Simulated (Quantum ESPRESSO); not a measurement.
A self-consistent single point of Ge2W (I4mm, 3 atoms in the cell) with Quantum ESPRESSO.

Level of theory: PBEsol, PSlibrary PAW (PBE) pseudopotentials (plane waves; Quantum ESPRESSO 7.5).

```
Ge2W
1.0
   -1.67060     1.67060     4.10924
    1.67060    -1.67060     4.10924
    1.67060     1.67060    -4.10924
Ge W
2 1
Cartesian
  0.00000   0.00000   2.82448
  0.00000   0.00000   5.44401
  0.00000   0.00000   0.00000
```

Reference input (self-consistent single point, DFT, PBEsol, plane waves, PSlibrary PAW (PBE) pseudopotentials): ecutwfc = 55 Ry; ecutrho = 495 Ry; occupations = smearing; smearing = gauss; degauss = 0.0073499 Ry; input_dft = pbesol; potentials = {Ge: Ge.pbe-n-kjpaw_psl.1.0.0.UPF, W: W.pbe-spn-kjpaw_psl.1.0.0.UPF}; K_POINTS = automatic 6 6 6 0 0 0; conv_thr = 1e-10 Ry; mixing_beta = 0.4. This run's input differs from it in these lines:

```diff
@@ -15,4 +15,4 @@
   occupations = 'smearing'
-  smearing = 'gauss'
-  degauss = 0.0073499
+  smearing = 'mp'
+  degauss = 0.073499
   input_dft = 'pbesol'
@@ -31,3 +31,3 @@
 K_POINTS automatic
-6 6 6  0 0 0
+10 10 10  0 0 0
 CELL_PARAMETERS bohr
```

The program printed (abridged):

```
     Self-consistent Calculation

     iteration #  1     ecut=    55.00 Ry     beta= 0.40

     Threshold (ethr) on eigenvalues was too large:
     Diagonalizing with lowered threshold

     total energy              =   -1073.05560990 Ry
     estimated scf accuracy    <       0.03635605 Ry

     iteration #  2     ecut=    55.00 Ry     beta= 0.40

     total energy              =   -1073.05354182 Ry
     estimated scf accuracy    <       0.00863218 Ry

     iteration #  3     ecut=    55.00 Ry     beta= 0.40

     total energy              =   -1073.05435625 Ry
     estimated scf accuracy    <       0.00077250 Ry

   [... 9 blocks of this kind left out ...]

     iteration # 13     ecut=    55.00 Ry     beta= 0.40

     total energy              =   -1073.05446389 Ry
     estimated scf accuracy    <          3.0E-10 Ry

     iteration # 14     ecut=    55.00 Ry     beta= 0.40
     End of self-consistent calculation

     Number of k-points >= 100: set verbosity='high' to print the bands.

     the Fermi energy is    14.6734 ev

!    total energy              =   -1073.05446389 Ry
     estimated scf accuracy    <          6.8E-12 Ry
     smearing contrib. (-TS)   =       0.00746419 Ry
     internal energy E=F+TS    =   -1073.06192807 Ry

     convergence has been achieved in  14 iterations

     Forces acting on atoms (cartesian axes, Ry/au):

     atom    1 type  1   force =     0.00000000    0.00000000   -0.02645123
     atom    2 type  1   force =     0.00000000    0.00000000    0.01782420
     atom    3 type  2   force =     0.00000000    0.00000000    0.00862703

     Total force =     0.033042     Total SCF correction =     0.000002

          total   stress  (Ry/bohr**3)                   (kbar)     P=      -32.76
  -0.00032685   0.00000000   0.00000000          -48.08        0.00        0.00
   0.00000000  -0.00032685   0.00000000            0.00      -48.08        0.00
   0.00000000  -0.00000000  -0.00001445            0.00       -0.00       -2.13

   JOB DONE.
```

The run converged in 14 iterations. Against the reference run the free energy goes up by 7.8 meV/atom, the pressure goes from -3.10 to -3.28 GPa and the largest force goes from 0.644 to 0.680 eV/Å.

The starting cell comes from a database of computed structures (which also holds hypothetical and non-ambient phases and stackings), without a prior relaxation at this level. Its lattice was rescaled by up to half a per cent. One atom was moved a little off its site on purpose. Spin polarisation is off. With a pressure of about -3 GPa the cell is away from its equilibrium volume at this level.

Cost on one core of a shared machine: roughly 2 min.
